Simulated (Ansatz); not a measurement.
Seebeck coefficient (μV/K, mean over directions) of n-type CdF$_{2}$ (Fm-3m) against carrier density, Ansatz (an electronic-structure program) with PBEsol, rigid bands. Computed gap 2.95 eV; densities at which minority carriers matter at this gap, or further valleys turn the trend, are left out. Conductivity mass 0.38 mₑ (harmonic mean over directions), N_c = 6.1e18 cm⁻³ at 300 K.

| electron density | 300 K | 500 K |
|---|---|---|
| 1e16 cm⁻³ | -763 | -830 |
| 1e17 cm⁻³ | -565 | -631 |
| 1e18 cm⁻³ | -367 | -434 |
| 3e18 cm⁻³ | -275 | -340 |
| 1e19 cm⁻³ | -181 | … |
| 3e19 cm⁻³ | … | -157 |
| 1e20 cm⁻³ | -53 | -85 |
| 3e20 cm⁻³ | -26 | -44 |
| 1e21 cm⁻³ | … | -21 |

Task: Complete the blanks.

Result: 
- 1e19 cm⁻³, 500 K: -241
- 3e19 cm⁻³, 300 K: -107
- 1e21 cm⁻³, 300 K: -13

Rigid bands with a gap fixed in temperature, one relaxation time for all states, no polarons or phonon drag, and whether or not such doping can be reached. Spin-orbit coupling is left out.

Formula and space group known from diffraction (Crystallography Open Database), not checked to be the room-temperature form: CdF2 (Fm-3m).
